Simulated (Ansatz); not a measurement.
# Sc, response to strain

Take Sc in the hcp (Mg type) structure (space group P6_3/mmc, No. 194; a = 3.275 Å, c = 5.105 Å; relaxed with 0.1 eV smearing) as the base. Axes: x lies along a and z along c of the hexagonal cell.

Strains are applied to the cell and any free atomic positions relax; under biaxial strain the out-of-plane vector relaxes too.

The values are results of Ansatz (a first-principles code) PBEsol, no spin-orbit coupling, not measurements.

Candidates:
(a) biaxial strain −1.00 %, plane normal [001], relaxed out of plane
(b) biaxial strain +1.50 %, plane normal [001], relaxed out of plane
(c) biaxial strain −1.50 %, plane normal [001], relaxed out of plane

Task: Order them by out-of-plane strain, lowest first.

Result: (b) biaxial strain +1.50 %, plane normal [001], relaxed out of plane (-0.84 %), (a) biaxial strain −1.00 %, plane normal [001], relaxed out of plane (+0.59 %), (c) biaxial strain −1.50 %, plane normal [001], relaxed out of plane (+0.90 %)

Stability against distortions was not tested. The final runs are not spin-polarised.
